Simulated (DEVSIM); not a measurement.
System: Co/Si3N4/n-Si capacitor, at 300 K.

Layer 1 from the left is Si3N4, thickness (nm) 29.0. Layer 2 from the left is Si, thickness (nm) 8400, Nd (cm⁻³) 2.4e14.

Metal gate on the left, work function 5 eV. Fixed charge at the semiconductor interface 0 cm⁻² (in units of +e); no interface traps.

The device is made up for the run: typed textbook-type constants, with dimensions and the other settings drawn at random. Values at 300 K.

Si3N4: gap (eV) 5.1, affinity (eV) 2.1, permittivity 7.5. Si: gap (eV) 1.124, affinity (eV) 4.05, permittivity 11.7, Nc (cm⁻³) 2.86e19, Nv (cm⁻³) 3.1e19.

Model (solved in DEVSIM): 1D Poisson equation in equilibrium, Boltzmann statistics, complete ionisation; no quantum confinement or tunnelling. Metal contacts follow the ideal Schottky-Mott rule: no Fermi-level pinning, no interface dipoles.

What does the simulation give for the minimum of the low-frequency capacitance, the threshold voltage (band bending 2φF), the flat-band voltage?

minimum of the low-frequency capacitance 0.00704 μF/cm²; threshold voltage (band bending 2φF) 0.10 V; flat-band voltage 0.65 V.
